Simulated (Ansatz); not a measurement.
Sn (model structure, P6/mmm, No. 191, 1 atom in the cell), treated with LDA in Ansatz (plane waves, PAW).

Run with plane-wave cutoff 520 eV, 18×18×18 k mesh, Fermi–Dirac smearing 0.05 eV, scalar-relativistic PAW data made under PBE.

Cell (relaxed at this level):

```xyz
1
Lattice="3.1799 0.0000 0.0000 -1.5899 2.7539 0.0000 0.0000 0.0000 2.9903" Properties=species:S:1:pos:R:3 pbc="T T T"
Sn     0.0000     0.0000     0.0000
```

Task: Estimate the bulk modulus B0 that the calculation returns.

Result: 
bulk modulus B0: 60.1 GPa

The run finds no gap.

Note: the bulk modulus is −V dP/dV from two relaxed cells at ±2 % in volume; the relaxation could raise the start's symmetry but not lower it, so the cell can be a saddle point.

Spin–orbit coupling is not included.

Computed values are for the static lattice.

The result took around 50 core-seconds (rough).

A model structure was made by putting elements into a prototype or built by hand; it is no filed structure, need not be a known phase, and can be a saddle point held by its symmetry.

Ansatz is a program for electronic structure.
